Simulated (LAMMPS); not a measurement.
LAMMPS 22 Jul 2025, classical MD, Tersoff (Ge.tersoff): Ge, 2744 atoms.

```yaml
task: MD, nve
potential: Tersoff, Ge.tersoff
copies_of_the_repeat_unit: 7×7×7
shape (slab and sphere leave vacuum in the box): bulk
steps: 2000
timestep: 1 fs
thermo: 50
newton: on (default)
atom_modify sort (bins of 2 Å where set): 1000 (default)
comm_style: brick (default)
box: 39.6 × 39.6 × 39.6 Å
start: generated diamond lattice, warmed in an untimed run
```

All runs start from one configuration, warmed at this fixed volume for 1000 steps under a thermostat at 100 K. The run at a skin of 2 Å has a mean temperature of 99.8 K and a mean pressure of -4.0 GPa.

Single runs; times are not shown.

With neigh_modify every 1 delay 0 check yes, skins of 0.1, 0.3, 0.5, 1, 1.5, 2, 3 Å were run. Further schedules:
- skin 0.3 Å, every 20 delay 0 check no
- skin 2 Å, every 1 delay 10 check yes
- skin 0.3 Å, every 100 delay 0 check no
- skin 2 Å, every 20 delay 0 check no
- skin 1 Å, every 20 delay 0 check no
- skin 1 Å, every 1 delay 10 check yes
- skin 1 Å, every 100 delay 0 check no

A schedule rebuilds too seldom if it shows a dangerous build, rebuilds less often than the check at every step does at that skin, or fails.

Question: Which schedules can miss pairs here, and how do rebuilds depend on the skin?

Answer: With the check at every step the rebuilds are 176 at 0.1 Å, 54 at 0.3 Å, 0 at 0.5 Å, 0 at 1 Å, 0 at 1.5 Å, 0 at 2 Å, 0 at 3 Å. Too seldom: skin 0.3 Å, every 100 delay 0 check no.

```
setting                                 rebuilds  dangerous builds  list entries an atom  change of the total energy (meV/atom)
--------------------------------------  --------  ----------------  --------------------  -------------------------------------
skin 0.1 Å, every 1 delay 0 check yes        176                 —                  4.00                            under 0.001
skin 0.3 Å, every 1 delay 0 check yes         54                 —                  4.00                            under 0.001
skin 0.5 Å, every 1 delay 0 check yes          0                 —                  4.00                            under 0.001
skin 1 Å, every 1 delay 0 check yes            0                 —                  15.9                            under 0.001
skin 1.5 Å, every 1 delay 0 check yes          0                 —                  16.2                            under 0.001
skin 2 Å, every 1 delay 0 check yes            0                 —                  28.0                            under 0.001
skin 3 Å, every 1 delay 0 check yes            0                 —                  34.6                            under 0.001
skin 0.3 Å, every 20 delay 0 check no        100       not counted                  4.00                            under 0.001
skin 2 Å, every 1 delay 10 check yes           0                 0                  28.0                            under 0.001
skin 0.3 Å, every 100 delay 0 check no        20       not counted                  4.00                            under 0.001
skin 2 Å, every 20 delay 0 check no          100       not counted                  28.0                            under 0.001
skin 1 Å, every 20 delay 0 check no          100       not counted                  15.9                            under 0.001
skin 1 Å, every 1 delay 10 check yes           0                 0                  15.9                            under 0.001
skin 1 Å, every 100 delay 0 check no          20       not counted                  15.9                            under 0.001
```

Where the energy changes as in the checked runs, the late rebuilds cost nothing that shows in this run. List entries are as LAMMPS prints them (Ave neighs/atom).
